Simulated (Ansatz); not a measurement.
**NaI: band gap against strain**

NaI (rock salt, Fm-3m, 32.800 Å³/atom at rest) under an equal strain ε in the (001) plane with the normal axis free, as in a coherent film. PBEsol in Ansatz, a plane-wave DFT program (PAW, default set), 420 eV, 9×9×9 Γ-centred mesh, Fermi-Dirac smearing 0.05 eV; ions are relaxed within the symmetry of each cell. Gaps are the smallest over the k-mesh and a band path, without spin-orbit coupling; in all rows the valence edge lies at Γ and the conduction edge at Γ.

Here s stands for strain and Eg for gap.

```
strain (%)  gap (eV)
----------  --------
-3.00              ?
-1.50          3.645
-1.00          3.627
-0.50          3.610
0.00           3.596
```

Problem. Fit Eg against s with a straight line, and predict the withheld value at s = -3.00.

Solution. Means: s -0.75000, Eg 3.6195. About the means, the sum of products is -0.041000 and the sum of squares of s is 1.2500; the slope is their ratio. Least squares gives Eg = 3.5949 - 0.03280·s. Residuals (row less fit): 0.0009, -0.0007, -0.0013, 0.0011; standard error 0.0014 (degrees of freedom: 2). Over these rows the gap moves by -3.3 ± 0.1 eV per unit strain. At the withheld row, Eg = 3.5949 - 0.03280 × (-3.0) = 3.6933 eV. The calculation gives 3.705 eV, 0.0117 eV above the prediction (10.7 % of the range of Eg in the table). The row lies outside the fitted rows, so this is an extrapolation. From the scatter of the fitted rows alone, a prediction at this place has a standard error of 0.0033 eV, so the miss is 3.5 times that.

One order more, fitted to all 7 runs of the series, follows each within 0.001, so the miss is the next term of a smooth law. Spin-orbit coupling is left out, which can shift this property for NaI. Rows are the converged runs of the series near zero and its far end; series whose fitted rows scatter by over a few per cent of the range, as at a crossing or softening among them, aren't shown in this form. Most that stay on the fit to the last digits aren't either.
